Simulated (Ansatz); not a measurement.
Levels about the gap of amorphous silicon oxide (Si24O47) (71 atoms in a cell of 1076 Å³, 2.20 g/cm³; zone centre alone, so wide bands show as single levels with stretches between that a denser mesh fills), at the geometry that PBE relaxed, where it gives 0.0 GPa on a denser mesh. The participation number counts the atoms over which a state spreads; weights are charges in smoothed Voronoi cells. The levels come from a single point, so bond lengths are those of that geometry. Method of the levels: PBE, scalar-relativistic without spin-orbit coupling (Ansatz, a first-principles code). Sampling: the zone centre alone; Fermi-Dirac width 0.02 eV; no spin polarisation. The usual formal charges leave 2 electrons over, so the level spacing at the Fermi energy parts defect or band states and needn't be the band gap. At PBE the levels at the filled edge of the gap are localised (band-tail or defect states).

The cell was made by melting and quenching with the CHGNet potential and then relaxed with DFT. O atoms were pushed apart under 1.9 Å during the dynamics, to hinder bonds among them. The hot cell started wider than the set density and was brought back towards it in steps. It is the lowest in DFT energy of 2 quenches. It is a model cell: composition and starting density were chosen by hand, and all elements were melted together. No dispersion term was used. Its density started from a set value of 2.32 and ended at 2.20 g/cm³. Cooling (nominally 730 K/ps over its main leg) ran many orders faster than in experiment, which tends to leave more defects and strain. One small periodic cell is one sample of the glass; other quenches scatter about these values. Volume and shape were free in the relaxation. On a 2×2×2 Γ-centred mesh force components of up to 0.26 eV/Å stay, since the relaxation ran on the zone centre alone.

| E - E(highest filled), eV | filling | participation number | largest on | weight O | weight Si |
|---|---|---|---|---|---|
| -3.57 | filled | 11.7 | O, 2 neighbours | 0.95 | 0.05 |
| -3.56 | filled | 8.1 | O, 2 neighbours | 0.95 | 0.05 |
| -3.48 | filled | 12.5 | O, 2 neighbours | 0.96 | 0.04 |
| -3.30 | filled | 3.9 | O, 2 neighbours | 0.95 | 0.05 |
| -3.12 | filled | 4.8 | O, 2 neighbours | 0.95 | 0.05 |
| -3.01 | filled | 3.9 | O, 2 neighbours | 0.94 | 0.06 |
| 0.00 | filled | 2.5 | Si, 3 neighbours | 0.34 | 0.66 |
| 1.53 | empty | 40.3 | O, 3 neighbours | 0.65 | 0.35 |
| 2.82 | empty | 31.0 | Si, 4 neighbours | 0.63 | 0.37 |
| 3.22 | empty | 39.8 | Si, 4 neighbours | 0.63 | 0.37 |
| 3.37 | empty | 35.7 | Si, 4 neighbours | 0.62 | 0.38 |
| 3.42 | empty | 45.1 | O, 2 neighbours | 0.67 | 0.33 |
| 3.71 | empty | 41.6 | O, 2 neighbours | 0.67 | 0.33 |
| 3.80 | empty | 48.9 | O, 2 neighbours | 0.63 | 0.37 |

Most localised among these is the filled level at +0.00 eV, on a Si atom, which has 3 neighbours (O 1.73 Å, O 1.77 Å, O 1.84 Å).
